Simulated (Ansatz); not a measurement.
Start from Be in the hcp (Mg type) structure (space group P6_3/mmc, No. 194; a = 2.2627 Å, c = 3.5664 Å; relaxed with 0.1 eV smearing). Axes: x lies along a and z along c of the hexagonal cell.

Calculations: PBE (Ansatz, a program for electronic structure), no SOC.

Now apply this change: every lattice vector is shortened by 2.50 %, atoms relaxed at fixed cell.

Question: Predict the stress tensor and what it implies for the stiffness.

Answer: Stress of the strained cell less that of the base (GPa, compression positive):
```
   10.2     0.0     0.0
    0.0    10.2     0.0
    0.0     0.0    11.5
```

Then B = −ΔP/(ΔV/V₀) with ΔV/V₀ = -0.0731 gives secant stiffness values (nonlinear terms included at this strain): B (at held cell shape, above the free-shape value) ≈ 145 GPa.

As a check, the harmonic strain energy −½ V₀ Δσ:ε is 20 meV/atom; the computed energy rise is 18 meV/atom.

Stability against distortions was not tested.
